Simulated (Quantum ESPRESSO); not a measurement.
**Short convergence ladders for MgO (Fm-3m, 2 atoms in the cell)**

```xyz
2
Lattice="-2.0987 0.0000 2.0987 0.0000 2.0987 2.0987 -2.0987 2.0987 0.0000" Properties=species:S:1:pos:R:3 pbc="T T T"
Mg     0.0000     0.0000     0.0000
O     -2.0987     2.0987     2.0987
```

Base method: PBE, SSSP 1.1.2 efficiency (PBE) pseudopotentials (plane waves; Quantum ESPRESSO).

Base settings: ecutwfc = 55 Ry; ecutrho = 440 Ry; occupations = smearing; smearing = fd; degauss = 0.00147 Ry; potentials = {Mg: Mg.pbe-n-kjpaw_psl.0.3.0.UPF, O: O.pbe-n-kjpaw_psl.0.1.UPF}; K_POINTS = automatic 10 10 10 0 0 0; conv_thr = 1e-10 Ry; mixing_beta = 0.3.

Core times come from one kind of shared machine, to one figure; runs under 30 s give none.

**Zone-centre phonons against the cutoff**

In this ladder: occupations = fixed; smearing = default; degauss = default; nbnd = 6; ph.x.tr2_ph = 1e-14; ph.x.fildyn = dyn.G; ph.x.epsil = true; dynmat.x.fildyn = dyn.G; dynmat.x.asr = simple. Moved along: ecutrho.

The mesh stays at the base's, so the ladder's end is converged at best in this setting alone.

Frequencies are those of the unrelaxed cell, without the LO-TO term of polar crystals.

Only quantities that move along the ladder and can be compared are tabulated.

```csv
ecutwfc,highest zone-centre frequency (cm⁻¹),largest Born charge (mean of the diagonal) (e)
28 Ry,407.7,1.835
33 Ry,409.0,1.881
38 Ry,408.5,1.917
55 Ry,406.6,1.953
82 Ry,406.3,1.950
```

Coarsest ecutwfc that holds the largest Born charge (mean of the diagonal) within 0.02 e of the last step, with all finer ones: 55 Ry; the step before is off by 0.033 e.

Coarsest ecutwfc that holds the highest zone-centre frequency within 2 cm⁻¹ of the last step, with all finer ones: 55 Ry; the step before is off by 2.2 cm⁻¹.

**Zone-centre phonons against the SCF threshold**

In this ladder: occupations = fixed; smearing = default; degauss = default; nbnd = 6; ph.x.tr2_ph = 1e-14; ph.x.fildyn = dyn.G; ph.x.epsil = true; dynmat.x.fildyn = dyn.G; dynmat.x.asr = simple.

The mesh stays at the base's, so the ladder's end is converged at best in this setting alone.

Only quantities that move along the ladder and can be compared are tabulated.

| conv_thr | largest Born charge (mean of the diagonal) (e) | mean ε∞ | core time / last (rough) |
|---|---|---|---|
| 7.3e-05 Ry | 1.964 | 3.126 | 0.9 |
| 7.3e-07 Ry | 1.955 | 3.113 | 0.9 |
| 7.3e-09 Ry | 1.953 | 3.110 | 0.9 |
| 7.3e-13 Ry | 1.953 | 3.110 | 1 |

Coarsest conv_thr that holds the mean ε∞ within 0.01 of the last step, with all finer ones: 7.3e-07 Ry; the step before is off by 0.016.

Coarsest conv_thr that holds the largest Born charge (mean of the diagonal) within 0.005 e of the last step, with all finer ones: 7.3e-07 Ry; the step before is off by 0.011 e.

On the base run: the starting cell has typed, rounded lattice constants, without a prior relaxation at this level. Its lattice was rescaled by up to half a per cent. In the base run, with a pressure of about 6 GPa the cell is away from its equilibrium volume at this level.
